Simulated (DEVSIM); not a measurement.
Device: Schottky contact on n-type Si, at 300 K.

Layer 1 from the left is Si, thickness (μm) 8.60, Nd (cm⁻³) 3.2e16, τn (s) 0.00027, τp (s) 0.00027. Layer 2 from the left is Si, thickness (μm) 60.0, Nd (cm⁻³) 2.1e18, τn (s) 0.00027, τp (s) 0.00027.

Left contact: Schottky, work function 4.86 eV, emission velocity 1e7 cm/s. Right contact: ohmic. Voltage is applied to the left contact. Recombination: SRH at mid-gap, radiative, Auger. Mobility is μmin + (μ − μmin)/(1 + (N/Nref)^α).

This is a model device: material constants are rounded textbook-type values typed into the input, and sizes, dopings and lifetimes were drawn at random. Values at 300 K.

Si: gap (eV) 1.124, affinity (eV) 4.05, permittivity 11.7, Nc (cm⁻³) 2.86e19, Nv (cm⁻³) 3.1e19, μn (cm²/Vs) 1417, μp (cm²/Vs) 470, μn,min 52, μp,min 45, Nref,n 9.7e16, Nref,p 2.2e17, αn 0.68, αp 0.72, B (cm³/s) 4.7e-15, Cn (cm⁶/s) 2.8e-31, Cp (cm⁶/s) 9.9e-32.

Simulated with DEVSIM: 1D drift-diffusion, Boltzmann statistics, complete ionisation; no tunnelling, impact ionisation, image-force lowering or self-heating. Metal contacts follow the ideal Schottky-Mott rule: no Fermi-level pinning, no interface dipoles.

Question: What does the simulation give for the dark forward voltage at 1 A/cm², the potential step across the device at zero bias?

Answer: dark forward voltage at 1 A/cm² 0.359 V; potential step across the device at zero bias 0.742 V.
